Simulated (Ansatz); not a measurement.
Base system: ZnS in the zinc blende structure (space group F-43m, No. 216; a = 5.389 Å).

Level of theory: r2SCAN (Ansatz, a quantum-chemistry and plane-wave program), no spin-orbit coupling.

Base values:

- Valley order = Γ 2.70 eV; X along ⟨100⟩ 3.71 eV; L along ⟨111⟩ 3.82 eV
- Pressure = 0.00 GPa
- Electron mass = 0.19 mₑ (at Γ)

One thing is altered: the cell is scaled by 0.9900 in all directions, atoms relaxed at fixed cell.

Q: What does the calculation give for the valley order after the change?

A: The valley order (the lowest conduction-band minima on the path, energy above the VBM, named in the base's zone) goes from Γ 2.70 eV; X along ⟨100⟩ 3.71 eV; L along ⟨111⟩ 3.82 eV to Γ 2.84 eV; X along ⟨100⟩ 3.64 eV; L along ⟨111⟩ 3.88 eV.

Q: What does the calculation give for the pressure after the change?

A: The pressure goes from zero to 2.53 GPa.

Q: How does this affect the electron mass?

A: The electron mass goes from 0.19 mₑ (at Γ) to 0.20 mₑ (at Γ).

The levels and masses belong to the bands next to the band gap. The cells carry an imposed strain or load. Effective masses come from finite differences of ±0.01 Å⁻¹. Whether these cells are dynamically stable was not tested.
